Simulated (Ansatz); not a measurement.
How the lattice parameter a of Te3As2 (model structure, started from the A-La2O3 type, P-3m1, No. 164, 5 atoms in the cell) moves with the method

No measured value is used here.

```
level (code)         value (Å)
-------------------  ---------
PBE (Ansatz)               ___
PBEsol (Ansatz)          4.008
PBE-D3(BJ) (Ansatz)      4.010
```

Task: What belongs in the gaps?

Result: 
- PBE (Ansatz, a program for electronic structure), value (Å): 4.079

Ansatz's density-functional and Hartree–Fock values are scalar-relativistic unless marked +SOC, with PAW data made under PBE.

A model structure was made by putting elements into a prototype or built by hand; it is no filed structure, need not be a known phase, and can be a saddle point held by its symmetry.
